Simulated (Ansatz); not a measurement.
Abridged Ansatz (a first-principles code) output:

```
Relaxation: its limit of steps is 60 (relax.max_steps)
Pseudopotential: Mo, paw, valence charge 14
Crystal: 1 atoms, lattice volume = 14.091 Å³
Basis set: ecut = 420 eV, 249 PW (Γ), exchange–correlation on 36×36×36 points (8 copies of the dense FFT grid, shifted against one another)
Bands: 11, of which v1, the nominal top of the filled ones, is band 7 counted from 1 (6 counted from 0)
Symmetry: 48 space group operations
k-points: 286 of 9261
Functional: x = slater, c = lda
SCF iter   1: F=—  HF=-4842.797595 eV  |F-HF|=—  |Δ(HF+E_count)|=         —  Δρ=8.38e-3  dr2=2.21e-3  ethr=1.77e-3  ⟨swp⟩=5.0  Hψ=18655  notcnv=0
SCF iter   2: F=—  HF=-4842.797195 eV  |F-HF|=—  |Δ(HF+E_count)|=   4.01e-4  Δρ=4.08e-3  dr2=4.88e-4  ethr=1.58e-5  ⟨swp⟩=1.8  Hψ=5875  notcnv=0
SCF 1 converged in 6 iterations: F = -4842.797095 eV  dr2 = 1.87e-8
relax step   1: F+E_penalty+E_count = -4842.79709466 eV  Δ(F+E_penalty+E_count) = +0.000e0 eV  max|allowed force component| = 0.000e0 eV/Å  Δτ_max = 0.0000 Å  P = +22.508 GPa  Ω = 14.091 Å³  (6 SCF iters, dr2 threshold 1.00e-7 eV, accepted)
[... steps on the carried basis left out ...]
relax step   5: F+E_penalty+E_count = -4842.75420675 eV  Δ(F+E_penalty+E_count) = +2.230e-5 eV  max|allowed force component| = 0.000e0 eV/Å  Δτ_max = 0.0000 Å  P = +29.997 GPa  Ω = 13.829 Å³  stress off target by 3.13e-3 GPa  SCF on the basis re-selected at this cell (its energy is not comparable with the rows above)  (4 SCF iters)
SCF converged after 4 iterations
Free energy (F): -4842.754207 eV
Internal energy: -4842.749060 eV  (E = F + TS)
E sigma→0 (E₀):  -4842.751633 eV
Entropy (-TS):   -0.005147 eV (-5.147 meV/atom)
Fermi energy:    24.028034 eV
--- Forces (eV/Å), atoms counted from 1 ---
  atom   1  Mo     0.00000000    -0.00000000    -0.00000000
--- Stress (GPa, compression-positive) ---
       29.996871      -0.000000      -0.000000
       -0.000000      29.996871      -0.000000
       -0.000000      -0.000000      29.996871
  P = ⅓ Tr σ = 29.9969 GPa (299.969 kbar)
--- Relaxed structure (4 steps of the walk, 3 accepted, 1 SCFs on fresh bases) ---
  cell:  # Å, volume = 13.8292 Å³
    - [-1.512094905742057, 1.512094905742057, 1.512094905742057]
    - [1.512094905742057, -1.512094905742057, 1.512094905742057]
    - [1.512094905742057, 1.512094905742057, -1.512094905742057]
  atoms:
    - { symbol: Mo, position: [0.0, 0.0, 0.0] }
```

What was computed, and what are the main results?

Mo, 1 atom in the cell, with DFT with LDA, PAW potentials and a 420 eV plane-wave cutoff in Ansatz, scalar-relativistic without spin-orbit coupling, from a series relaxed to a target (pressure 30 GPa). The last SCF converged to F = -4842.754207 eV, or -4842.7542 eV per atom, at a pressure of 30.00 GPa. The total energy compares only with runs of the same code, potentials and settings.

Load acts through the strain it causes; cell and atoms are relaxed under it. No phonon test of stability was made. Competing high-pressure phases were not computed. The final runs are not spin-polarised. The cell was made from Mo in the bcc (W type) structure (space group Im-3m, No. 229) by this change: pressure 30 GPa.

Keys are those of Ansatz 0.2.
